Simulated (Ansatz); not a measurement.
**MgS: biaxial strain −4.53 %, plane normal [001], relaxed out of plane**

Start from MgS in the rock salt structure (space group Fm-3m, No. 225; a = 5.205 Å). Axes: x, y, z lie along the cube axes.

Modification: compressive biaxial strain of 4.53 % in the plane normal to [001], as in epitaxy on a mismatched substrate; the out-of-plane cell vector and the atoms relax.

Calculations: Ansatz (a quantum-chemistry and plane-wave program) r2SCAN, no spin-orbit coupling, earlier PAW set. k-mesh 11×11×11 (Γ-centred); smearing 0.05 eV (Fermi–Dirac).

| quantity | base | changed | shift |
|---|---|---|---|
| volume per atom | 17.63 Å³ | 16.53 Å³ | -1.10 Å³ |
| space group | Fm-3m (No. 225) | I4/mmm (No. 139) | – |
| energy relative to the base (free energy F) | 0 meV/atom | +46 meV/atom | +46 meV/atom |
| pressure (mean of the normal stresses, compression positive) | 0.00 GPa | 6.90 GPa | +6.906 GPa |
| band gap | 3.47 eV | 3.33 eV | -0.14 eV |
| gap character | – | indirect, Γ → X | – |
| smallest direct gap | 4.64 eV | 5.01 eV | +0.37 eV |
| electron mass | 0.51 mₑ along k, 0.30 mₑ across (at X) | 0.50 mₑ along k, 0.32 mₑ across (at X) | – |
| hole mass | – | 0.25 mₑ out of plane, 0.99 mₑ in plane (at Γ) | – |
| valence-band top at Γ (three highest levels, from the VBM) | 0.00, 0.00, 0.00 eV | 0.00, -0.26, -0.26 eV | – |
| valley order (the lowest conduction-band minima on the path, energy above the VBM, named in the base's zone) | X along ⟨100⟩ 3.47 eV; Γ 4.64 eV | X along [100] 3.33 eV; X along [001] 3.83 eV | – |
| out-of-plane strain | – | +2.87 % | – |
| ratio −ε⊥/ε∥ | – | 0.63 | – |
| mean in-plane stress (compression positive) | – | +10.4 GPa | – |

Effective masses come from finite differences of ±0.01 Å⁻¹. Along k means along the line from Γ to the band edge. Stability against distortions was not tested. k-point labels follow each cell's own Brillouin zone.
